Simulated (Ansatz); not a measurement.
What pressure 2.1 GPa does to Fe

The reference is Fe in the bcc (W type) structure (space group Im-3m, No. 229; a = 2.832 Å; ferromagnetic).

It is then changed as follows: cell and atoms relaxed at a pressure of 2.1 GPa.

All numbers come from Ansatz (a first-principles code) PBE, without spin-orbit coupling, earlier PAW set. Γ-centred 23×23×23 mesh, Fermi–Dirac width 0.05 eV.

| quantity | base | changed | shift |
|---|---|---|---|
| volume per atom | 11.35 Å³ | 11.24 Å³ | -0.117 Å³ |
| density | 8.17 g/cm³ | 8.25 g/cm³ | +0.08 g/cm³ |
| lattice parameter a | 2.832 Å | 2.822 Å | -0.010 Å |
| shortest interatomic distance | 2.452 Å | 2.444 Å | -0.008 Å |
| enthalpy H = E + PV relative to the base's energy | – | +0.15 eV/atom | – |
| band gap | zero | zero | – |
| magnetic state | ferromagnetic | ferromagnetic | – |

Other magnetic orders, which the real material may have, were not ruled out. Load acts through the strain it causes; cell and atoms are relaxed under it. Stability against distortions was not tested.
